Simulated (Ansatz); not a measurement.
## Habitual settings against a tight run: BaAlSi (P-6m2, 3 atoms in the cell)

Self-consistent single point.

```yaml
crystal:
  lattice:
    - [4.39247, 0.00000, 0.00000]
    - [-2.19624, 3.80399, 0.00000]
    - [0.00000, 0.00000, 5.32880]
  atoms:
    - { symbol: Ba, position: [0.00000, 0.00000, 0.00000] }
    - { symbol: Al, position: [0.66667, 0.33333, 0.50000] }
    - { symbol: Si, position: [0.33333, 0.66667, 0.50000] }
```

Computed with LDA (PW92), harder PAW files (source: ansatz) made with PBE (plane waves; Ansatz, a quantum-chemistry and plane-wave program).

Base settings: basis.ecutwfc = 900 eV; kpoints.mp_grid.grid = 9 9 6; hamiltonian.xc = lda; hamiltonian.pseudopotentials = {kind: paw, source: ansatz}; scf.occupations.method = gaussian; scf.occupations.width = 0.1 eV.

Tight run (finer mesh or higher cutoff; not a proven limit): basis.ecutwfc: 900 eV → 1260 eV; kpoints.mp_grid.grid: 9 9 6 → 13 13 9; scf.convergence.dr2_threshold: default (1e-07 eV) → 1e-09 eV. It gave Fermi level (on the code's own zero) 7.10 eV; pressure -5.28 GPa.

Quick runs, as changes from the base:
- A: the base itself
- B: basis.ecutwfc: 900 eV → 720 eV; kpoints.mp_grid.grid: 9 9 6 → 2 2 2; scf.occupations.width: 0.1 eV → 0.136 eV
- C: basis.ecutwfc: 900 eV → 450 eV; kpoints.mp_grid.grid: 9 9 6 → 2 2 2; scf.occupations.method: gaussian → methfessel_paxton; scf.occupations.width: 0.1 eV → 0.272 eV
- D: basis.ecutwfc: 900 eV → 630 eV; kpoints.mp_grid.grid: 9 9 6 → 8 8 8; scf.occupations.width: 0.1 eV → 0.2 eV
- E: basis.ecutwfc: 900 eV → 720 eV; kpoints.mp_grid.grid: 9 9 6 → 6 6 6; scf.occupations.method: gaussian → cold; scf.occupations.width: 0.1 eV → 0.272 eV

Energies are extrapolated to zero smearing width, which holds to low order in the width alone.

The count of work is k-points × plane waves × bands × iterations; it is no time. 

Pressures in the table are Ansatz's without its Pulay estimate, at a fixed set of plane waves; the tight run's value above holds the estimate.

The starting cell comes from a database of computed structures (which also holds hypothetical and non-ambient phases and stackings), without a prior relaxation at this level. Its lattice was rescaled by a random factor within 2.5 % of one. In the base run, with a pressure of about -5 GPa the cell is away from its equilibrium volume at this level.

```csv
run,energy less tight (meV/atom),pressure less tight (GPa),count of work / tight
A,-1.5,-0.01,0.22
B,273.0,-0.72,0.013
C,790.6,-17.67,0.0064
D,8.3,-0.54,0.13
E,1.0,-0.08,0.093
```

Among the runs at the tight run's level, the energy misses run from 1.0 to 790.6 meV/atom.

Left out of this page: 1 run of the series unsound by tests on forces, stress, charge or solver warnings.

Keys are those of Ansatz 0.2.
